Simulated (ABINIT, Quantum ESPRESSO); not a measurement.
A Quantum ESPRESSO input for a self-consistent single point of BaGaSnH (P3m1, 4 atoms in the cell) (DFT, PBEsol, plane waves, GBRV 1.5 ultrasoft (PBESOL) pseudopotentials):

```fortran
&control
 calculation = 'scf'
 prefix = 'bagasnh'
 outdir = './tmp'
 pseudo_dir = './'
 tprnfor = .true.
 tstress = .true.
/
&system
 ibrav = 4
 celldm(1) = 8.71039072
 celldm(3) = 1.1711177057
 nat = 4
 ntyp = 4
 ecutwfc = 50
 ecutrho = 250
 occupations = 'smearing'
 smearing = 'gauss'
 degauss = 0.0073499
/
&electrons
 conv_thr = 1.0d-9
 mixing_beta = 0.3
/
ATOMIC_SPECIES
Ba   137.3270  ba_pbesol_v1.uspp.F.UPF
Ga    69.7230  ga_pbesol_v1.4.uspp.F.UPF
Sn   118.7100  sn_pbesol_v1.4.uspp.F.UPF
H      1.0080  h_pbesol_v1.4.uspp.F.UPF
ATOMIC_POSITIONS crystal
Ba    0.33333333    0.66666667    0.99985000
Ga    0.00000000    0.00000000    0.41329000
Sn    0.66666667    0.33333333    0.54075000
H     0.00000000    0.00000000    0.08981000
K_POINTS automatic
7 7 5  0 0 0
```

Question: Write the same calculation as an input for ABINIT.

Answer: This is the input that was run; spellings and numerical settings could be chosen otherwise.

```
# BaGaSnH, PseudoDojo nc-sr-04 PBEsol standard
pp_dirpath "./"
pseudos "Ba.upf, Ga.upf, Sn.upf, H.upf"
acell 8.7103907230 8.7103907230 10.2008927988
rprim
         1.0000000000   -0.0000000135    0.0000000000
        -0.4999999883    0.8660254105    0.0000000000
         0.0000000000    0.0000000000    1.0000000000
natom 4
ntypat 4
znucl 56 31 50 1
typat 1 2 3 4
xred
         0.3333333333    0.6666666667    0.9998500000
         0.0000000000    0.0000000000    0.4132900000
         0.6666666667    0.3333333333    0.5407500000
         0.0000000000    0.0000000000    0.0898100000
ecut 40
ixc -116133
occopt 7
tsmear 0.00367493
nband 25
kptopt 1
ngkpt 7 7 5
nshiftk 1
shiftk 0 0 0
nstep 100
toldfe 1.0e-09
prtwf 0
prtden 0
enunit 1
```

Basis settings and potentials, where a program has them, do not carry over. This input uses DFT, PBEsol, plane waves, norm-conserving pseudopotentials (PseudoDojo nc-sr-04 PBEsol standard).

The starting cell comes from a database of computed structures (which also holds hypothetical and non-ambient phases and stackings), without a prior relaxation at this level.
